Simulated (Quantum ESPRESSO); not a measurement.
Quantum ESPRESSO run on YHfF7 (P2_1, 18 atoms in the cell): self-consistent single point.

Level of theory: Wu-Cohen GGA, SSSP 1.1.2 precision (PBE) pseudopotentials (plane waves; Quantum ESPRESSO).

```xyz
18
Lattice="6.0015 0.0000 0.0000 0.0000 5.6840 0.0000 -1.7799 0.0000 7.9700" Properties=species:S:1:pos:R:3 pbc="T T T"
Y      1.5087     4.5533     2.4943
Y      2.7129     1.7113     5.4757
Hf    -0.2507     4.5011     6.1736
Hf     4.4724     1.6591     1.7964
F      2.3299     3.4492     4.1707
F      1.8918     0.6072     3.7993
F      0.0060     0.3919     1.8336
F      4.2156     3.2339     6.1363
F     -0.1507     3.1065     1.9177
F      4.3724     0.2645     6.0523
F      2.9111     2.8905     1.6803
F      1.3106     0.0484     6.2897
F      1.4142     4.5535     0.1828
F      2.8074     1.7115     7.7871
F     -0.1326     4.5182     4.1849
F      4.3542     1.6762     3.7850
F      3.3272     0.0219     1.7116
F      0.8944     2.8640     6.2583
```

Reference input (self-consistent single point, DFT, LDA (PZ), plane waves, GBRV 1.5 ultrasoft (LDA) pseudopotentials): ecutwfc = 40 Ry; ecutrho = 320 Ry; occupations = fixed; potentials = {Y: y_lda_v1.4.uspp.F.UPF, Hf: hf_lda_v1.uspp.F.UPF, F: f_lda_v1.4.uspp.F.UPF}; K_POINTS = automatic 4 4 3 1 1 1; nbnd = 78; conv_thr = 1e-11 Ry. This run's input differs from it in these lines:

```diff
@@ -16,6 +16,7 @@
     ntyp = 3
-    ecutwfc = 40
-    ecutrho = 320
+    ecutwfc = 75
+    ecutrho = 600
     occupations = 'fixed'
     nbnd = 78
+    input_dft = 'wc'
 /
@@ -25,5 +26,5 @@
 ATOMIC_SPECIES
-Y     88.9058  y_lda_v1.4.uspp.F.UPF
-Hf   178.4900  hf_lda_v1.uspp.F.UPF
-F     18.9984  f_lda_v1.4.uspp.F.UPF
+Y     88.9058  Y_pbe_v1.uspp.F.UPF
+Hf   178.4900  Hf-sp.oncvpsp.upf
+F     18.9984  F.oncvpsp.upf
 ATOMIC_POSITIONS crystal
```

The program printed (abridged):

```
     Self-consistent Calculation

     iteration #  1     ecut=    75.00 Ry     beta= 0.70

     negative rho (up, down):  8.878E-02 0.000E+00

     total energy              =   -1091.02840852 Ry
     estimated scf accuracy    <       2.54090732 Ry

     iteration #  2     ecut=    75.00 Ry     beta= 0.70

     negative rho (up, down):  8.979E-02 0.000E+00

     total energy              =   -1091.74732079 Ry
     estimated scf accuracy    <       2.58769985 Ry

     iteration #  3     ecut=    75.00 Ry     beta= 0.70

     negative rho (up, down):  8.993E-02 0.000E+00

     total energy              =   -1092.23299574 Ry
     estimated scf accuracy    <       0.02573901 Ry

   [... 10 blocks of this kind left out ...]

     iteration # 14     ecut=    75.00 Ry     beta= 0.70

     negative rho (up, down):  9.031E-02 0.000E+00

     total energy              =   -1092.25677400 Ry
     estimated scf accuracy    <          1.0E-11 Ry

     iteration # 15     ecut=    75.00 Ry     beta= 0.70

     negative rho (up, down):  9.031E-02 0.000E+00
     End of self-consistent calculation

     highest occupied, lowest unoccupied level (ev):     1.8345    8.9203

!    total energy              =   -1092.25677400 Ry
     estimated scf accuracy    <          6.2E-13 Ry

     convergence has been achieved in  15 iterations

     negative rho (up, down):  9.031E-02 0.000E+00

     Forces acting on atoms (cartesian axes, Ry/au):

     atom    1 type  1   force =     0.00105033    0.00160314    0.00514015
     atom    2 type  1   force =    -0.00105033    0.00160314   -0.00514015
     atom    3 type  2   force =     0.00188548    0.00064486   -0.00322433
     atom    4 type  2   force =    -0.00188548    0.00064486    0.00322433
     atom    5 type  3   force =    -0.00191327   -0.00170880   -0.00205482
     atom    6 type  3   force =     0.00191327   -0.00170880    0.00205482
   [... lines left out ...]
     Total force =     0.019137     Total SCF correction =     0.000002
   [... lines left out ...]

     negative rho (up, down):  9.031E-02 0.000E+00
          total   stress  (Ry/bohr**3)                   (kbar)     P=       -6.96
  -0.00004004   0.00000000   0.00000100           -5.89        0.00        0.15
   0.00000000  -0.00004363   0.00000000            0.00       -6.42        0.00
   0.00000100   0.00000000  -0.00005819            0.15        0.00       -8.56

   JOB DONE.
```

The run converged in 15 iterations. Against the reference run the pressure goes from -4.77 to -0.70 GPa, the largest force goes from 0.234 to 0.154 eV/Å and the gap on the mesh goes from 6.964 to 7.086 eV.

The starting cell comes from a database of computed structures (which also holds hypothetical and non-ambient phases and stackings), without a prior relaxation at this level. Its lattice was rescaled by a random factor within 2.5 % of one. Spin-orbit coupling is off. The shifted mesh does not hold Γ, so a gap read on it misses any band edge there.

Cost on one core of a shared machine: roughly 10 min.
